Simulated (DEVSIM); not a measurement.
Structure: Schottky contact on n-type Ge, at 300 K.

```tsv
layer (left to right)	material	thickness (μm)	Nd (cm⁻³)	τn (s)	τp (s)
1	Ge	10.0	9.3e15	4.2e-6	4.2e-6
```

Left contact: Schottky, work function 4.26 eV, emission velocity 8.3e6 cm/s. Right contact: ohmic. Voltage is applied to the left contact. Recombination: SRH at mid-gap, radiative, Auger. Mobility is constant in doping.

Constants are typed, rounded textbook-type inputs, not results; the design itself was drawn at random and stands for no fabricated device. Values at 300 K.

| parameter | Ge |
|---|---|
| gap (eV) | 0.664 |
| affinity (eV) | 4 |
| permittivity | 16 |
| Nc (cm⁻³) | 1.04e19 |
| Nv (cm⁻³) | 6e18 |
| μn (cm²/Vs) | 3900 |
| μp (cm²/Vs) | 1900 |
| B (cm³/s) | 6.4e-14 |
| Cn (cm⁶/s) | 1e-31 |
| Cp (cm⁶/s) | 1e-31 |

Model (solved in DEVSIM): 1D drift-diffusion, Boltzmann statistics, complete ionisation; no tunnelling, impact ionisation, image-force lowering or self-heating. Metal contacts follow the ideal Schottky-Mott rule: no Fermi-level pinning, no interface dipoles.

**Question.** Give the dark forward current.

**Answer.** 
(V (V), J (A/cm²)): (0.05, 230); (0.10, 480); (0.15, 730); (0.20, 990); (0.25, 1300); (0.30, 1500); (0.35, 1800); (0.40, 2100)
